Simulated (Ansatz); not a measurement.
The reference is BAs in the rock salt structure (space group Fm-3m, No. 225; a = 4.5687 Å; a hypothetical phase, not in the database extracts checked; relaxed with 0.1 eV smearing). Axes: x, y, z lie along the cube axes.

Method: plane-wave PAW DFT at the PBEsol level (Ansatz, a first-principles code, 420 eV), no spin-orbit coupling.

It is then changed as follows: biaxial strain +2.14 %, plane normal [001], relaxed out of plane (Cartesian); in-plane vectors clamped, the third vector and the atoms free.

Q: Estimate the effect on the out-of-plane strain, energy relative to the base and in-plane stress.

A: The out-of-plane strain is -1.48 %; the energy grows by 8.4 meV/atom; the mean in-plane stress (compression positive) amounts to -5.2 GPa.

No phonon test of stability was made. The final runs are not spin-polarised.
